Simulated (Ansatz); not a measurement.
Where the default PAW files enter, the runs use the earlier of Ansatz's two default sets.

# Evanescent states of LiH (Fm-3m, rock salt, 2 atoms a cell, 7.3 Å³ an atom, 4 GPa at this level) along the normal of (001)

Computed with r2SCAN (plane waves, PAW; Ansatz, a first-principles code).

No gap correction and no spin-orbit coupling; mid-gap values are interpolated between computed energies.

Energies count from the valence-band top; κ is the least over a 12×12 mesh across the current.

```tsv
E (eV)	κ (1/Å)	where
0.09	0.058	Γ
0.26	0.097	Γ
0.42	0.121	Γ
0.59	0.138	Γ
0.77	0.151	Γ
0.94	___	Γ
1.10	___	Γ
1.27	___	Γ
1.45	___	Γ
1.61	___	Γ
1.78	___	Γ
1.96	___	Γ
2.12	___	Γ
2.29	___	Γ
2.46	___	Γ
2.63	0.151	Γ
2.81	0.140	Γ
2.98	0.126	Γ
3.15	0.109	Γ
3.31	0.086	Γ
3.48	0.049	Γ
```

Fill in the missing entries.


- 0.94, κ (1/Å): 0.161
- 1.10, κ (1/Å): 0.168
- 1.27, κ (1/Å): 0.173
- 1.45, κ (1/Å): 0.176
- 1.61, κ (1/Å): 0.177
- 1.78, κ (1/Å): 0.177
- 1.96, κ (1/Å): 0.175
- 2.12, κ (1/Å): 0.172
- 2.29, κ (1/Å): 0.167
- 2.46, κ (1/Å): 0.160
